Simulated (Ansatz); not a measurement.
BaTiO3, pressure series

Start from BaTiO3 (space group P4mm, No. 99; a = 3.985 Å, c = 4.204 Å).

Cell and atoms are relaxed at each pressure.

Levels (all Ansatz, a first-principles code, PAW, earlier PAW set): PBE (420 eV, without spin-orbit coupling); r2SCAN (500 eV, no spin-orbit coupling).

The base cell above is that of PBE; each level relaxes its own structures.

```
case              volume per atom, PBE  volume per atom, r2SCAN
----------------  --------------------  -----------------------
pressure −2 GPa               13.74 Å³                 13.23 Å³
pressure −1 GPa               13.52 Å³                 13.10 Å³
pressure 3 GPa                12.97 Å³                 12.68 Å³
pressure 7 GPa                12.58 Å³                 12.36 Å³
pressure 15 GPa               12.02 Å³                 11.87 Å³
pressure 30 GPa               11.34 Å³                 11.24 Å³
pressure 50 GPa               10.66 Å³                 10.60 Å³
pressure 75 GPa               10.03 Å³                 10.00 Å³
pressure 100 GPa               9.54 Å³                  9.52 Å³
```

The two levels differ by at most about 0.50 Å³. They put the cases in the same order.

Load acts through the strain it causes; cell and atoms are relaxed under it. Stability against distortions was not tested. No other phases were tried under pressure. All final runs are without spin polarisation. Along this pressure series the structure jumps between pressure 7 GPa and pressure 15 GPa; cells beyond that are another form of it.
